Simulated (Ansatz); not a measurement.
```yaml
crystal:
  lattice:
    - [5.05092, 0.00012, 0.01667]
    - [0.00027, 3.56963, -0.11851]
    - [0.72943, -2.47226, 29.57809]
  atoms:
    - { symbol: C, position: [0.11685, 0.42385, 0.07740] }
    - { symbol: C, position: [0.61717, 0.42198, 0.07740] }
    - { symbol: C, position: [0.36761, 0.18922, 0.07736] }
    - { symbol: C, position: [0.86740, 0.19004, 0.07747] }
    - { symbol: C, position: [0.37384, 0.86793, 0.03983] }
    - { symbol: C, position: [0.87412, 0.86641, 0.04128] }
    - { symbol: C, position: [0.62211, 0.67633, 0.04137] }
    - { symbol: C, position: [0.12324, 0.66855, 0.03906] }
    - { symbol: C, position: [0.60299, 0.51469, 0.16391] }
    - { symbol: C, position: [0.10312, 0.51481, 0.16387] }
    - { symbol: C, position: [0.85312, 0.26558, 0.16392] }
    - { symbol: C, position: [0.35302, 0.26543, 0.16388] }
    - { symbol: C, position: [0.86014, 0.97255, 0.12129] }
    - { symbol: C, position: [0.36007, 0.97306, 0.12109] }
    - { symbol: C, position: [0.11014, 0.72404, 0.12103] }
    - { symbol: C, position: [0.60994, 0.72499, 0.12129] }
    - { symbol: C, position: [0.08899, 0.59823, 0.24961] }
    - { symbol: C, position: [0.58898, 0.59823, 0.24962] }
    - { symbol: C, position: [0.33898, 0.34830, 0.24963] }
    - { symbol: C, position: [0.83899, 0.34835, 0.24964] }
    - { symbol: C, position: [0.34602, 0.05660, 0.20678] }
    - { symbol: C, position: [0.84603, 0.05661, 0.20680] }
    - { symbol: C, position: [0.59600, 0.80685, 0.20680] }
    - { symbol: C, position: [0.09603, 0.80679, 0.20677] }
    - { symbol: C, position: [0.57492, 0.68125, 0.33526] }
    - { symbol: C, position: [0.07490, 0.68125, 0.33526] }
    - { symbol: C, position: [0.82490, 0.43167, 0.33536] }
    - { symbol: C, position: [0.32489, 0.43140, 0.33537] }
    - { symbol: C, position: [0.83194, 0.13973, 0.29249] }
    - { symbol: C, position: [0.33194, 0.13978, 0.29248] }
    - { symbol: C, position: [0.08196, 0.88980, 0.29246] }
    - { symbol: C, position: [0.58193, 0.88981, 0.29246] }
    - { symbol: C, position: [0.06090, 0.76333, 0.42067] }
    - { symbol: C, position: [0.56086, 0.76333, 0.42067] }
    - { symbol: C, position: [0.31078, 0.51517, 0.42127] }
    - { symbol: C, position: [0.81078, 0.51528, 0.42130] }
    - { symbol: C, position: [0.31785, 0.22277, 0.37825] }
    - { symbol: C, position: [0.81785, 0.22224, 0.37823] }
    - { symbol: C, position: [0.56787, 0.97294, 0.37814] }
    - { symbol: C, position: [0.06787, 0.97294, 0.37814] }
    - { symbol: C, position: [0.54876, 0.81930, 0.50212] }
    - { symbol: C, position: [0.04625, 0.81933, 0.50213] }
    - { symbol: C, position: [0.79724, 0.62942, 0.50376] }
    - { symbol: C, position: [0.29654, 0.59997, 0.50809] }
    - { symbol: C, position: [0.80367, 0.29767, 0.46462] }
    - { symbol: C, position: [0.30375, 0.30252, 0.46411] }
    - { symbol: C, position: [0.05660, 0.05987, 0.46437] }
    - { symbol: C, position: [0.55082, 0.05988, 0.46437] }
    - { symbol: Ca, position: [0.27747, 0.80295, 0.62124] }
    - { symbol: Ca, position: [0.78646, 0.24051, 0.56601] }
    - { symbol: Ca, position: [0.25929, 0.92993, 0.73561] }
    - { symbol: Ca, position: [0.76820, 0.36927, 0.67848] }
    - { symbol: Ca, position: [0.24056, 0.04753, 0.84931] }
    - { symbol: Ca, position: [0.74959, 0.48840, 0.79247] }
    - { symbol: Ca, position: [0.20288, 0.15917, 0.96022] }
    - { symbol: Ca, position: [0.72800, 0.60999, 0.90797] }
    - { symbol: O, position: [0.28944, 0.44574, 0.55105] }
    - { symbol: O, position: [0.77747, 0.80833, 0.61984] }
    - { symbol: O, position: [0.26857, 0.36274, 0.67139] }
    - { symbol: O, position: [0.75781, 0.92223, 0.73084] }
    - { symbol: O, position: [0.24870, 0.48168, 0.78787] }
    - { symbol: O, position: [0.73928, 0.03745, 0.84276] }
    - { symbol: O, position: [0.23683, 0.60322, 0.90488] }
    - { symbol: O, position: [0.75330, 0.15344, 0.95196] }
```

The first 48 atoms are the substrate (C-dia), the rest the film (CaO-rs).

Methods: PBE (plane waves to 420 eV, PAW; Ansatz, a program for electronic structure); HSE06 (plane waves to 420 eV, PAW; Ansatz). Geometries and values that name no level are of the first. Scalar-relativistic, without spin–orbit coupling; PBE gaps are too small against experiment. Its k-point mesh 5×7×1, Fermi–Dirac width 0.05 eV. HSE06 ran on meshes of its own (9×9×9, 3×3×5); its edges and gaps are taken over the mesh and over extra points off it, mostly where PBE has its edges.

Question: Describe the bonding at the interfaces and give the band alignment.

Answer: A periodic stack without vacuum, rock-salt CaO (1 1 0) on diamond (1 1 0) (film strained to the substrate, started from cuts of the bulks and a machine-learned relaxation; metallic at this level, with no gap by band count; slabs C48 and Ca8O8, which can lie off the formulas): substrate slab C48, film Ca8O8, surface cells [[0, 2], [-1, 0]] and [[1, 0], [0, 1]], film strained by +4.5 and +4.5 %, outermost planes C/C and CaO/CaO as cut, which need not be the usual terminations and can put a slab off its formula.
The interface area is 18.0 Å² and the period is 29.48 Å. The heights between the nearest atoms of the two slabs at the two interfaces is 1.27 and 2.32 Å and the C–Ca contacts across the interfaces within 1.22 times the sum of covalent radii is 7, mean 2.72 Å. The C–O contacts across the interfaces within 1.22 times the sum of covalent radii is 1, mean 1.45 Å, the valence offset, film less substrate (PBE, at the middle of a substrate layer that carries a field) is -0.71 eV and the valence offset, film less substrate (HSE06 edges on the PBE line-up, at the middle of a substrate layer that carries a field) is -1.14 eV. The conduction offset (HSE06 edges on the PBE line-up, at the middle of a substrate layer that carries a field) comes out as -1.30 eV and the spin-polarised check at this geometry comes out as keeps a moment, energy 0.00 eV. The slope of the mean potential energy in the substrate comes out as +2.6 MV/cm × e.
